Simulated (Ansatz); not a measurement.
Structure of amorphous silicon oxynitride (Si₄₅O₁₈N₄₈) (periodic cell):

```
N16O6Si15
1.0
   11.13153     0.19162    -0.18451
    0.19162    11.34592     0.07125
   -0.18451     0.07125    11.20748
Si O N
45 18 48
Cartesian
  5.71978   9.82168   1.47076
 10.04013   9.48670   0.61737
  7.85347  10.02823   6.68221
 10.09400   0.59897   4.26975
  5.75657  10.37282   8.94415
  8.89696   3.95064   0.06236
 10.97779   5.71566   8.14028
  4.16205   1.08218   8.72647
  3.48265   0.14493   0.04638
  2.58149   7.93050   3.54206
  1.34464   1.93930   2.78387
  8.60739   5.96225   8.84514
  6.27498   5.16030   1.14464
  5.03247   3.72079   8.07325
  2.68517   2.20471   6.68637
  6.20725   7.94158   8.08020
  8.39233   7.65635   4.85692
 10.14369   9.71772   6.22483
  3.79402   6.87591   6.19723
  8.11160   3.56075   8.36495
  6.95840   2.76624   1.04217
  3.62203  10.82564   3.14244
  1.16707   4.28428   0.60790
 10.72519   8.87718   3.51072
  6.66047   5.75050   6.65771
  3.99807   3.11656  10.92679
 10.99501   2.80833   5.16652
  9.60304   5.30985   5.84166
  0.95214   7.44339   6.03382
  8.02592   0.89173  10.19819
 10.40567   6.52906  11.01842
  2.42659   7.11434   0.53484
  1.96025   9.20761   7.42702
  1.62475   4.80363   6.75786
  8.10856  11.47623   2.01035
  3.86307   5.75997   2.98644
  2.88058   5.33861   9.64301
  4.14771  11.13380   6.09444
  1.23150   9.85180  10.55332
  4.23338   4.35058   5.30280
  9.63558   1.06211   7.45539
  5.02042   7.50335  10.71510
  5.76423   6.68857   4.11096
  1.40153   0.41191   9.00746
  6.38094   9.87329   4.21354
 10.75136   9.86349  10.44410
  3.02768   1.09008   5.54957
  5.40869   8.39652   0.87570
  3.64944   4.28121   3.70629
  2.93993  10.08845   6.46124
  7.01943  11.34666   9.61650
  2.49377   0.80856   2.91410
  6.75849   1.36095   1.85670
  4.22579   5.03770   8.73009
  9.71876   7.75155   0.34840
  2.70036   9.49329   3.16765
 10.11637   4.15505   4.82619
 -0.07242   0.88378   8.50136
  2.14511   8.70086   0.31480
  6.08709   6.30281  11.09252
  7.26621  10.72464   5.28074
  8.89438   0.66712   3.13101
  3.70728   1.69449   0.44312
  2.51652   1.46868   8.25102
  2.99302   5.36491   5.98629
  6.68799   8.11216   4.37200
 10.60315  10.31433   4.67508
  9.96683   1.58788   5.82052
  2.47576   7.62241   6.94795
  1.11858   7.79309   4.37692
  5.69716   5.24972   5.18281
  4.77900  10.61580   4.46781
  5.32298   7.00990   6.92637
  3.98558   7.13541   4.36154
  8.11707   6.05080   5.55085
  1.13238   6.06029   0.28375
  9.27330  10.83071   7.26283
  8.55600   1.88848   8.57200
  4.34142  10.74083   1.55960
  2.82089   6.84349   2.18639
 10.13479   6.64551   9.27470
 10.85569   9.61792   2.03197
  3.43264   6.75872  10.57118
  6.65079   4.10224   7.51701
  9.45675   4.74032   7.56848
  8.22774   2.28591  -0.05318
  7.78191   4.31185   1.38614
  1.78240  10.00784   8.90310
  4.48399  11.17627   9.98843
  5.43420   8.57441   9.48348
  2.54793   4.10981  10.81281
  0.35392   8.72120   7.00196
  4.86546   0.15568   7.46121
  6.65390   9.52968   7.69667
  0.10499   5.88545   6.53101
  9.64535   7.62252   3.80246
 10.47837   4.66551   0.18600
  1.60465   0.14072  10.79333
  8.14660   4.59563   9.75831
  7.39611   6.73643   8.08200
  6.96662  10.17197   2.54433
  1.29354   3.17306   6.23181
  0.16866   1.62787   3.95509
  8.76823   8.69233   6.16095
  5.52227   5.94149   2.52490
  1.38232   3.27124   1.90974
  8.82694  10.93500   0.46714
  4.16740   3.16799   6.61807
  4.76921   2.59262   9.35183
  5.47269   3.65047   0.69780
  1.51203   5.15625   8.48876
```

Methods: PBE, scalar-relativistic without spin-orbit coupling (Ansatz, a quantum-chemistry and plane-wave program); r2SCAN, scalar-relativistic without spin-orbit coupling (Ansatz). Neutral PBE cell, which sets geometry, pressure and energy: sampling: a 2×2×2 Γ-centred mesh; Fermi-Dirac width 0.02 eV; no spin polarisation.

The cell was made by melting and quenching with the CHGNet potential and then relaxed with DFT. O and N atoms were pushed apart under 1.9 Å during the dynamics, to hinder bonds among them. The hot cell started wider than the set density and was brought back towards it in steps. It is the lowest in DFT energy of 2 quenches. It is a model cell: composition and starting density were chosen by hand, and all elements were melted together. No dispersion term was used. The simulated quench is rapid and tends to freeze in more defects than a deposited or slowly cooled glass has. A cell of this size samples the disorder only roughly. Volume and shape were free in the relaxation.

Problem. Give the pressure and the spacing of the highest filled and lowest empty levels.

Solution. 
- Pressure on a 2×2×2 Γ-centred mesh = 0.05 GPa
- Largest force and stress component on that mesh (the relaxation ran on the zone centre alone) = 0.05 eV/Å and 0.1 GPa
- Gap between localised states on a 2×2×2 Γ-centred mesh (PBE) = 1.26 eV
- Gap between localised states at the zone centre (PBE) = 1.26 eV
- Gap between localised states at the zone centre (r2SCAN) = 1.61 eV
- Distance between the nearest levels spread over more than a fifth of the atoms or a third of the atoms of their main element (six at least) (PBE, zone centre) = 2.77 eV

Problem. At PBE and the zone centre, how localised are the states just below and above the Fermi level (participation number: the atoms over which a state spreads)?

Solution. The highest filled state is spread over 3.8 atoms' worth, largest on N96, with weights by element (charge in smoothed Voronoi cells) N 0.85, Si 0.12, O 0.03. The lowest empty state is spread over 3.8 atoms' worth, largest on Si1, with weights by element (charge in smoothed Voronoi cells) Si 0.59, N 0.25, O 0.16.

At PBE the levels at both edges of the gap are localised (band-tail or defect states), and the nearest spread-out levels lie 2.8 eV apart at the zone centre.

Neighbours within Si-Si 2.60 Å, Si-O 1.94 Å, Si-N 2.12 Å, O-O 1.58 Å, O-N 1.64 Å, N-N 1.70 Å count as bonded. Two cations that share two anions don't count as bonded, nor two that share one unless they lie closer than Si-Si 2.38 Å.

Added carriers, by PBE, scalar-relativistic without spin-orbit coupling run with Ansatz on the zone centre alone. Charged cells keep the cell fixed and stand in a uniform background, with no image correction, at a width of 0.01 eV; where the count is odd the moment is locked at 1 μB, unless the neutral cell bore moments. Each starts from the undistorted neutral geometry alone. PBE's self-interaction favours spread-out carriers, so it can miss traps that a hybrid finds.

Problem. What happens at PBE when the cell takes an extra electron and the atoms relax?

Solution. Relaxation lowers the charged cell by 1.11 eV. The largest moves are Si1 0.30 Å, O48 0.21 Å, Si42 0.10 Å, Si22 0.09 Å. The level that holds the added charge spreads over 4.0 atoms' worth, most on Si1 (weight 0.48): a localised (trapped) carrier, which neighbours of that atom can share. No bond crosses its cut-off with a change of over 0.15 Å. Made neutral again at that geometry, the cell lies +0.65 eV from the neutral start (a closed shell was imposed there, with levels 0.14 eV apart, so this is an upper bound).

Problem. What happens at PBE when the cell takes a hole and the atoms relax?

Solution. Relaxation lowers the charged cell by 0.37 eV. The largest moves are N82 0.16 Å, Si24 0.09 Å, Si2 0.09 Å, N96 0.07 Å. The level that was emptied spreads over 3.7 atoms' worth, most on N96 (weight 0.39): a localised (trapped) carrier, which neighbours of that atom can share. No bond crosses its cut-off with a change of over 0.15 Å. Made neutral again at that geometry, the cell lies +0.51 eV from the neutral start (a closed shell was imposed there, with levels 0.37 eV apart, so this is an upper bound).

A PBE run started with 1 μB on atoms that lack a bond or may hold spare charge lost its moments; other starts weren't tried.
